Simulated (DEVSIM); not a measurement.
Device: Schottky contact on n-type Ge, at 250 K.

| layer (left to right) | material | thickness (μm) | Nd (cm⁻³) | τn (s) | τp (s) |
|---|---|---|---|---|---|
| 1 | Ge | 2.80 | 5.5e15 | 2.9e-5 | 2.9e-5 |

Left contact: Schottky, work function 4.41 eV, emission velocity 6.1e6 cm/s. Right contact: ohmic. Voltage is applied to the left contact. Recombination: SRH at mid-gap, Auger. Mobility is constant in doping. Where it depends on doping, it is μmin + (μ − μmin)/(1 + (N/Nref)^α).

Constants are typed, rounded textbook-type inputs, not results; the design itself was drawn at random and stands for no fabricated device. Values at 300 K; Nc and Nv go as T^1.5, mobilities as T to minus their exponent, the gap by Varshni's rule with the affinity fixed. The table also holds parameters that only a changed run uses.

| parameter | Ge |
|---|---|
| gap (eV) | 0.664 |
| affinity (eV) | 4 |
| permittivity | 16 |
| Nc (cm⁻³) | 1.04e19 |
| Nv (cm⁻³) | 6e18 |
| μn (cm²/Vs) | 3900 |
| μp (cm²/Vs) | 1900 |
| μn,min | 150 |
| μp,min | 100 |
| Nref,n | 2.6e17 |
| Nref,p | 4e17 |
| αn | 0.56 |
| αp | 0.6 |
| T exponent of μn | 1.66 |
| T exponent of μp | 2.33 |
| Cn (cm⁶/s) | 1e-31 |
| Cp (cm⁶/s) | 1e-31 |
| Varshni α (eV/K) | 0.000477 |
| Varshni β (K) | 235 |

Simulated with DEVSIM: 1D drift-diffusion, Boltzmann statistics, complete ionisation; no tunnelling, impact ionisation, image-force lowering or self-heating. Metal contacts follow the ideal Schottky-Mott rule: no Fermi-level pinning, no interface dipoles.

Base results: largest field in the device at zero bias (V/cm) 17000; potential step across the device at zero bias (V) 0.253.

**Question.** What follows from this one change: doping Nd of layer 1 5.5e+15 → 5.5e+16 cm^-3?

**Answer.** largest field in the device at zero bias 17000 → 59000 V/cm; potential step across the device at zero bias 0.253 → 0.303 V.

**Question.** What follows from this one change: metal work function 4.41 → 4.26 eV?

**Answer.** largest field in the device at zero bias 17000 → 10000 V/cm; potential step across the device at zero bias 0.253 → 0.103 V.
